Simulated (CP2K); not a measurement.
A self-consistent single point of KMgF3 (Pm-3m, 5 atoms in the cell) with CP2K

Method: PBE, GPW, DZVP-MOLOPT-SR-GTH basis, GTH-PBE potentials (GTH_POTENTIALS) in CP2K.

Input:

```
&GLOBAL
  PROJECT bulk
  RUN_TYPE ENERGY_FORCE
  PRINT_LEVEL MEDIUM
&END GLOBAL
&FORCE_EVAL
  METHOD Quickstep
  STRESS_TENSOR ANALYTICAL
  &DFT
    BASIS_SET_FILE_NAME BASIS_MOLOPT
    POTENTIAL_FILE_NAME GTH_POTENTIALS
    &QS
      METHOD GPW
      EPS_DEFAULT 1E-10
    &END QS
    &MGRID
      CUTOFF 1000
      REL_CUTOFF 60
      NGRIDS 5
    &END MGRID
    &SCF
      SCF_GUESS ATOMIC
      EPS_SCF 1E-7
      MAX_SCF 100
      ADDED_MOS 8
      &DIAGONALIZATION
        ALGORITHM STANDARD
      &END DIAGONALIZATION
      &MIXING
        METHOD BROYDEN_MIXING
        ALPHA 0.2
        NBUFFER 8
        BETA 1.5
      &END MIXING
      &SMEAR ON
        METHOD FERMI_DIRAC
        ELECTRONIC_TEMPERATURE [K] 232.09
      &END SMEAR
    &END SCF
    &KPOINTS
      SCHEME MONKHORST-PACK 4 4 4
      GAMMA_CENTERED T
    &END KPOINTS
    &XC
      &XC_FUNCTIONAL PBE
      &END XC_FUNCTIONAL
    &END XC
    &PRINT
      &MO
        EIGENVALUES T
        OCCUPATION_NUMBERS T
        NDIGITS 8
        FILENAME mo
        &EACH
          QS_SCF 0
        &END EACH
        ADD_LAST NUMERIC
      &END MO
      &MULLIKEN ON
      &END MULLIKEN
    &END PRINT
  &END DFT
  &SUBSYS
    &CELL
      ABC 4.00234100 4.00234100 4.00234100
      ALPHA_BETA_GAMMA 90.00000000 90.00000000 90.00000000
      PERIODIC XYZ
    &END CELL
    &COORD
      SCALED
      K        0.50000000     0.50000000     0.50000000
      Mg       0.00000000     0.00000000     0.00000000
      F        0.00000000     0.50000000     0.00000000
      F        0.50000000     0.00000000     0.00000000
      F        0.00000000     0.00000000     0.50000000
    &END COORD
    &KIND K
      BASIS_SET DZVP-MOLOPT-SR-GTH-q9
      POTENTIAL GTH-PBE-q9
    &END KIND
    &KIND Mg
      BASIS_SET DZVP-MOLOPT-SR-GTH-q10
      POTENTIAL GTH-PBE-q10
    &END KIND
    &KIND F
      BASIS_SET DZVP-MOLOPT-SR-GTH-q7
      POTENTIAL GTH-PBE-q7
    &END KIND
  &END SUBSYS
  &PRINT
    &FORCES ON
    &END FORCES
    &STRESS_TENSOR ON
    &END STRESS_TENSOR
  &END PRINT
&END FORCE_EVAL
```

Output (repeated stretches shortened):

```
 GLOBAL| Method name                                                        CP2K
 GLOBAL| Project name                                                       bulk
 GLOBAL| Run type                                                   ENERGY_FORCE

 CELL| Volume [angstrom^3]:                                            64.112434
 CELL| Vector a [angstrom]:       4.002     0.000     0.000   |a| =     4.002341
 CELL| Vector b [angstrom]:       0.000     4.002     0.000   |b| =     4.002341
 CELL| Vector c [angstrom]:       0.000     0.000     4.002   |c| =     4.002341
 CELL| Angle (b,c), alpha [degree]:                                    90.000000
 CELL| Angle (a,c), beta  [degree]:                                    90.000000
 CELL| Angle (a,b), gamma [degree]:                                    90.000000
 CELL| Numerically orthorhombic:                                             YES
 CELL| Periodicity                                                           XYZ

 DFT| Spin restricted Kohn-Sham (RKS) calculation                            RKS
 DFT| Multiplicity                                                             1
 DFT| Number of spin states                                                    1
 DFT| Charge                                                                   0
 DFT| XC density smoothing                                                  NONE
 DFT| XC derivatives                                                          PW

 QS| Method:                                                                 GPW
 QS| Density plane wave grid type                        NON-SPHERICAL FULLSPACE
 QS| Number of grid levels:                                                    5
 QS| Density cutoff [a.u.]:                                                500.0
 QS| Multi grid cutoff [a.u.]: 1) grid level                               500.0
   [... lines left out ...]
 BRILLOUIN| Wavefunction type                                            COMPLEX
 BRILLOUIN| List of Kpoints [2 Pi/Bohr]                                       36
 BRILLOUIN| Number           Weight            X              Y              Z
 BRILLOUIN|     1           0.03125       -0.25000       -0.25000       -0.25000
 BRILLOUIN|     2           0.03125       -0.25000       -0.25000        0.00000
 BRILLOUIN|     3           0.03125       -0.25000       -0.25000        0.25000
   [... 33 lines left out ...]
 *******************************************************************************

 Extrapolation method: initial_guess

 Re-scaling the density matrix to get the right number of electrons
                  # Electrons              Trace(P)               Scaling factor
                           40                40.000                        1.000

 Number of electrons:                                                         40
 Number of occupied orbitals:                                                 20
 Number of molecular orbitals:                                                28

 Number of orbital functions:                                                 62
 Number of independent orbital functions:                                     62
 SCF WAVEFUNCTION OPTIMIZATION

  Step     Update method      Time    Convergence         Total energy    Change
     1 NoMix/Diag. 0.20E+00      -     2.03014417      -164.7794317813 -1.65E+02
     2 Broy./Diag. 0.20E+00      -     0.03318598      -159.7832209203  5.00E+00
     3 Broy./Diag. 0.20E+00      -     0.07962083      -162.5977096850 -2.81E+00
     4 Broy./Diag. 0.20E+00      -     0.01404377      -164.9023524314 -2.30E+00
     5 Broy./Diag. 0.20E+00      -     0.02619089      -164.3424003225  5.60E-01
     6 Broy./Diag. 0.20E+00      -     0.00185898      -164.6693545349 -3.27E-01
     7 Broy./Diag. 0.20E+00      -     0.00911945      -164.6333897165  3.60E-02
   [... 10 lines left out ...]
    18 Broy./Diag. 0.20E+00      -     0.00000196      -164.6224302283 -2.69E-06
    19 Broy./Diag. 0.20E+00      -     0.00000063      -164.6224219905  8.24E-06
    20 Broy./Diag. 0.20E+00      -     0.00000021      -164.6224182493  3.74E-06
    21 Broy./Diag. 0.20E+00      -     0.00000012      -164.6224169527  1.30E-06
    22 Broy./Diag. 0.20E+00      -     0.00000001      -164.6224166753  2.77E-07
  *** SCF run converged in    22 steps ***

  Electronic density on regular grids:        -39.9999999889        0.0000000111
  Core density on regular grids:               39.9999999991       -0.0000000009
  Total charge density on r-space grids:        0.0000000102
  Total charge density g-space grids:           0.0000000102

  Overlap energy of the core charge distribution:               0.00000000000000
  Self energy of the core charge distribution:               -396.40819870917346
  Core Hamiltonian energy:                                    111.61398572196478
  Hartree energy:                                             147.43036800469068
  Exchange-correlation energy:                                -27.25857169275444
  Electronic entropic energy:                                  -0.00000000000000
  Fermi energy:                                                 0.13421990564094

  Total energy:                                              -164.62241667527240
  Total energy (extrapolated to T->0):                       -164.62241667527240

                     Mulliken Population Analysis

 #  Atom  Element  Kind  Atomic population                           Net charge
       1     K        1          8.201250                              0.798750
       2     Mg       2          8.686109                              1.313891
       3     F        3          7.704214                             -0.704214
       4     F        3          7.704213                             -0.704213
       5     F        3          7.704213                             -0.704213
 # Total charge                             40.000000                  0.000000

 ENERGY| Total FORCE_EVAL ( QS ) energy [hartree]           -164.622416578389760

 FORCES| Atomic forces [hartree/bohr]
 FORCES|   Atom     x               y               z               |f|
 FORCES|      1 -1.03494493E-09 -1.03494254E-09 -1.03493946E-09   1.79257267E-09
 FORCES|      2  2.29214897E-08  2.29214863E-08  2.29214400E-08   3.97011541E-08
 FORCES|      3  1.54029297E-09  1.49609790E-09  1.54029348E-09   2.64259633E-09
 FORCES|      4  1.49610141E-09  1.54030608E-09  1.54027841E-09   2.64259718E-09
 FORCES|      5  1.54030106E-09  1.54030389E-09  1.49610847E-09   2.64261309E-09
 FORCES| Sum     2.64632402E-08  2.64632516E-08  2.64631809E-08
 FORCES| Total atomic force                                       4.58356489E-08

 STRESS| Analytical stress tensor [bar]
 STRESS|                        x                   y                   z
 STRESS|      x        4.40716749543E+04   4.28167339247E-03   4.28167403299E-03
 STRESS|      y        4.28167339247E-03   4.40718897469E+04   4.28167503728E-03
 STRESS|      z        4.28167403299E-03   4.28167503728E-03   4.40715461700E+04
 STRESS| 1/3 Trace                                             4.40717036237E+04
```

The run converged in 22 iterations.

The starting cell comes from a database of computed structures (which also holds hypothetical and non-ambient phases and stackings), without a prior relaxation at this level. Its lattice was rescaled by a random factor within 2.5 % of one. Values carry the incompleteness of an atom-centred basis. With a pressure of about 4 GPa the cell is away from its equilibrium volume at this level.

Cost on one core of a shared machine: roughly 40 s.
